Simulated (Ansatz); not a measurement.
We consider L1₀ (CuAu-type) CuAu, described by rVV10 (Ansatz, a quantum-chemistry and plane-wave program, PAW).

Settings: plane-wave cutoff 520 eV, 20×20×16 k mesh (along the axes of the cell as run), Fermi–Dirac smearing 0.05 eV, no spin polarisation, scalar-relativistic PAW data made under PBE.

A third-order Birch–Murnaghan fit to the energies gives V0 = 15.366 Å³/atom, B0 = 134 GPa, B′ = 5.1.

| V (Å³/atom) | P (GPa) |
|---|---|
| 14.750 | 6.09 |
| 15.057 | 2.87 |
| 15.365 | 0.01 |
| 15.672 | ? |
| 15.979 | ? |

Problem. Estimate the withheld pressures from this fit; the answers are the runs' own values.

Solution. 
- 15.672, P (GPa): -2.52
- 15.979, P (GPa): -4.73

The formula P = (3/2) B0 (x^(7/3) − x^(5/3)) [1 + (3/4)(B′ − 4)(x^(2/3) − 1)] with x = V0/V meets the computed pressures within 0.02 GPa when these rounded values are put in.

Shape and atoms are relaxed at each volume.

Note: the bulk modulus comes from volumes at which shape and atoms were relaxed.

Spin–orbit coupling is not included; it can shift volumes and moduli of such heavy elements.

Computed values are for the static lattice.

The result took around 8 core-minutes (rough).
